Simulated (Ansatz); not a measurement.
The reference is GaP in the zinc blende structure (space group F-43m, No. 216; a = 5.4386 Å).

The values are results of plane-wave PAW DFT at the PBEsol level (Ansatz, a quantum-chemistry and plane-wave program, 420 eV), no spin-orbit coupling, not measurements.

Strains are applied to the cell and any free atomic positions relax.

One change was made to it. Results:

```csv
quantity,base,after
energy relative to the base (free energy F),0 meV/atom,+33 meV/atom
width of the top valence band,3.51 eV,3.90 eV
```

Question: Which change produced these results?
(A) isotropic strain +1.50 %
(B) isotropic strain −2.50 %
(C) isotropic strain −1.00 %
(D) isotropic strain +2.50 %
(E) isotropic strain +1.00 %

Answer: B, isotropic strain −2.50 %. For comparison, the energy relative to the base in the other runs: isotropic strain +1.50 % gives +10 meV/atom; isotropic strain +1.00 % gives +4.6 meV/atom; isotropic strain −1.00 % gives +5.0 meV/atom; isotropic strain +2.50 % gives +28 meV/atom.

No phonon test of stability was made.
